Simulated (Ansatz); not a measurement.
Levels about the gap of amorphous Ge$_{20}$S$_{40}$Ag$_{4}$ (64 atoms in a cell of 1655 Å³, 3.18 g/cm³; zone centre alone, so wide bands show as single levels with stretches between that a denser mesh fills), at the geometry that PBE-D3(BJ) relaxed, where it gives 0.0 GPa on a denser mesh. The participation number counts the atoms over which a state spreads; weights are charges in smoothed Voronoi cells. The levels come from a single point, so bond lengths are those of that geometry. Method of the levels: PBE-D3(BJ), scalar-relativistic without spin-orbit coupling (Ansatz, an electronic-structure program). Sampling: the zone centre alone; Fermi-Dirac width 0.05 eV; no spin polarisation.

Preparation: random packing, a CHGNet melt and quench, and a DFT relaxation. The hot cell started wider than the set density and was brought back towards it in steps. It is the lowest in DFT energy of 3 quenches. It is a model cell: composition and starting density were chosen by hand, and all elements were melted together. The geometry includes D3(BJ) dispersion. Its density started from a set value of 3.04 and ended at 3.18 g/cm³. The quench (nominally 96 K/ps over its main leg) was far faster than any real one, so the model tends to hold more defects than a real film. Values belong to this one cell and scatter from quench to quench. Volume and shape were free in the relaxation.

```tsv
E - E(highest filled), eV	filling	participation number	largest on	weight S	weight Ge	weight Ag
-0.47	filled	20.5	S, 2 neighbours	0.80	0.09	0.11
-0.40	filled	25.8	S, 3 neighbours	0.74	0.19	0.07
-0.28	filled	31.9	S, 2 neighbours	0.74	0.17	0.09
-0.24	filled	30.6	S, 2 neighbours	0.72	0.17	0.11
-0.19	filled	23.1	S, 2 neighbours	0.70	0.17	0.13
-0.13	filled	24.1	S, 2 neighbours	0.73	0.19	0.08
0.00	filled	14.0	S, 2 neighbours	0.71	0.16	0.13
1.40	empty	17.4	Ge, 4 neighbours	0.68	0.31	0.02
1.48	empty	19.5	Ge, 4 neighbours	0.68	0.31	0.01
1.56	empty	15.1	Ge, 4 neighbours	0.65	0.33	0.02
1.70	empty	39.7	Ge, 4 neighbours	0.66	0.29	0.04
1.75	empty	30.1	Ge, 4 neighbours	0.68	0.30	0.01
1.85	empty	34.9	S, 2 neighbours	0.69	0.29	0.01
1.91	empty	42.4	S, 3 neighbours	0.66	0.33	0.01
```

Most localised among these is the filled level at +0.00 eV, on a S atom, which has 2 neighbours (Ge 2.21 Å, Ge 2.40 Å).
